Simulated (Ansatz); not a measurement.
Ansatz (a quantum-chemistry and plane-wave program) run on SiTe2 (P2_1/c, 12 atoms in the cell): self-consistent single point.

Computed with PBE (plane waves, PAW; Ansatz).

The change in words: lattice scaled by 1.03; basis.ecutwfc: 420 eV → 250 eV. Reference geometry:
```yaml
crystal:
  lattice:
    - [6.39542, 0.00000, 0.00000]
    - [0.00000, 6.47129, 0.00000]
    - [-1.05903, 0.00000, 6.51705]
  atoms:
    - { symbol: Si, position: [0.27540, 0.03950, 0.20830] }
    - { symbol: Si, position: [0.72460, 0.53950, 0.29170] }
    - { symbol: Si, position: [0.72460, 0.96050, 0.79170] }
    - { symbol: Si, position: [0.27540, 0.46050, 0.70830] }
    - { symbol: Te, position: [0.07000, 0.33170, 0.34470] }
    - { symbol: Te, position: [0.93000, 0.83170, 0.15530] }
    - { symbol: Te, position: [0.93000, 0.66830, 0.65530] }
    - { symbol: Te, position: [0.07000, 0.16830, 0.84470] }
    - { symbol: Te, position: [0.44960, 0.75690, 0.47920] }
    - { symbol: Te, position: [0.55040, 0.25690, 0.02080] }
    - { symbol: Te, position: [0.55040, 0.24310, 0.52080] }
    - { symbol: Te, position: [0.44960, 0.74310, 0.97920] }
```

Reference input (self-consistent single point, DFT, PBE, plane waves, default PAW files): basis.ecutwfc = 420 eV; kpoints.mp_grid.grid = 3 3 3; hamiltonian.xc = pbe; hamiltonian.pseudopotentials = {kind: paw}, with the files named one by one; scf.occupations.method = methfessel_paxton; scf.occupations.width = 0.1 eV. This run's input differs from it in these lines:

Ansatz 0.2 input:
```diff
@@ -3,5 +3,5 @@
   lattice:
-    - [6.395423, 0.000000, 0.000000]
-    - [0.000000, 6.471292, 0.000000]
-    - [-1.059034, 0.000000, 6.517053]
+    - [6.587286, 0.000000, 0.000000]
+    - [0.000000, 6.665431, 0.000000]
+    - [-1.090805, 0.000000, 6.712565]
   atoms:
@@ -20,3 +20,3 @@
 basis:
-  ecutwfc: 420.0
+  ecutwfc: 250.0
 kpoints:
```

Output, abridged:

```
SCF iter   1: F=—  HF=-58370.613784 eV  |F-HF|=—  |Δ(HF+E_count)|=         —  Δρ=1.09e-2  dr2=2.90e-1  ethr=1.77e-3  ⟨swp⟩=6.6  Hψ=3294  notcnv=0  defer=4
all-band conjugate gradients solve this SCF's bands
preconditioner: auto → Kerker (q_TF=auto, 2.421 Å⁻¹)
SCF iter   2: F=—  HF=-58370.422910 eV  |F-HF|=—  |Δ(HF+E_count)|=   1.91e-1  S|Δr|=    0.00e0  Δρ=4.83e-3  dr2=6.03e-2  ethr=2.01e-4  ⟨swp⟩=2.0  Hψ=1808  notcnv=0  defer=42
   [... lines left out ...]
SCF iter   7: F=—  HF=-58370.405193 eV  |F-HF|=—  |Δ(HF+E_count)|=   5.44e-6  S|Δr|=    0.00e0  Δρ=1.29e-5  dr2=1.20e-6  ethr=4.70e-9  ⟨swp⟩=2.0  Hψ=1130  notcnv=0  defer=42
SCF iter   8: F=—  HF=-58370.405194 eV  |F-HF|=—  |Δ(HF+E_count)|=   6.12e-7  S|Δr|=    0.00e0  Δρ=5.27e-6  dr2=1.61e-7  ethr=8.36e-10  ⟨swp⟩=3.0  Hψ=1729  notcnv=0  defer=42
SCF iter   9: F=-58370.405194 eV  HF=-58370.405194 eV  |F-HF|=2.68e-9  |Δ(HF+E_count)|=   1.27e-7  S|Δr|=    0.00e0  Δρ=1.21e-6  dr2=7.05e-9  ethr=6.94e-11  ⟨swp⟩=9.9  Hψ=2933  notcnv=0
SCF 1 converged in 9 iterations: F = -58370.405194 eV  dr2 = 7.05e-9
Stability not checked (fill_not_monotonic)
Free energy (F): -58370.405194 eV
Internal energy: -58370.396137 eV  (E = F + TS)
E sigma→0 (E₀):  -58370.402930 eV
Entropy (-TS):   -0.009057 eV (-0.755 meV/atom)
Fermi energy:    10.680336 eV
--- Forces (eV/Å), atoms counted from 1 ---
  atom   1  Si     0.44969301    -0.18717642    -0.20031621
  atom   2  Si    -0.44969301    -0.18717642     0.20031621
  atom   3  Si    -0.44969301     0.18717642     0.20031621
  atom   4  Si     0.44969301     0.18717642    -0.20031621
   [... lines left out ...]
  atom  12  Te    -0.64854040    -0.05540748    -0.30302487
--- Stress (GPa, compression-positive) ---
        9.708089      -0.000000       2.852840
       -0.000000       8.343596      -0.000000
        2.852840      -0.000000       7.362764
  P = ⅓ Tr σ = 8.4715 GPa (84.715 kbar)
  The stress holds the Pulay correction. Without it, at fixed plane waves, as pw.x and ABINIT print it: P = -20.5258 GPa
```

The run converged in 9 iterations. Against the reference run the free energy rises by 411 meV/atom, the pressure goes from 17.44 to 8.47 GPa and the largest force goes from 1.006 to 0.718 eV/Å.

The starting cell was generated: these elements placed on a structure prototype, without a prior relaxation; it need not be a known phase or ordering of this composition. For this run, on top of that: lattice scaled by 1.03. Ansatz's pressure includes its estimate of the finite-basis (Pulay) stress. Without the estimate this run gives -20.53 GPa. The cutoff lies below the one recommended for these files. The run gives no clean gap (levels at the Fermi energy touch, overlap or are partly filled at this smearing), which alone does not show that the compound is a metal.
